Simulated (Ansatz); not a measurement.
**Si (model structure, I-43m, No. 217, 23 atoms in the cell)**

The numbers are results of r²SCAN+rVV10 in Ansatz (PAW), not measurements.

Run with plane-wave cutoff 560 eV, 6×6×6 k mesh, Fermi–Dirac smearing 0.01 eV, scalar-relativistic PAW data made under PBE.

Cell (relaxed at this level):

```
Si
1.0
   -5.02286     5.02286     5.02286
    5.02286    -5.02286     5.02286
    5.02286     5.02286    -5.02286
Si
23
Direct
  0.00000   0.00000   0.00000
  0.27150   0.27150   0.27150
  0.00000   0.00000   0.72850
  0.00000   0.72850   0.00000
  0.72850   0.00000   0.00000
  0.50000   0.25000   0.75000
  0.50000   0.75000   0.25000
  0.75000   0.50000   0.25000
  0.25000   0.50000   0.75000
  0.25000   0.75000   0.50000
  0.75000   0.25000   0.50000
  0.44132   0.44132   0.16940
  0.27192   0.27192   0.83060
  0.72808   0.55868   0.00000
  0.55868   0.72808   0.00000
  0.16940   0.44132   0.44132
  0.83060   0.27192   0.27192
  0.00000   0.72808   0.55868
  0.00000   0.55868   0.72808
  0.44132   0.16940   0.44132
  0.27192   0.83060   0.27192
  0.55868   0.00000   0.72808
  0.72808   0.00000   0.55868
```

```
Quantity                        Value
--------  ---------------------------
band gap  1.45 eV (on the SCF k mesh)
Γ–Γ gap                       2.09 eV
```

Note: the relaxation could raise the start's symmetry but not lower it, so the cell can be a saddle point.

Computing time: about 10 core-minutes (a rough figure).

A model structure was made by putting elements into a prototype or built by hand; it is no filed structure, need not be a known phase, and can be a saddle point held by its symmetry.

Ansatz is a first-principles code.
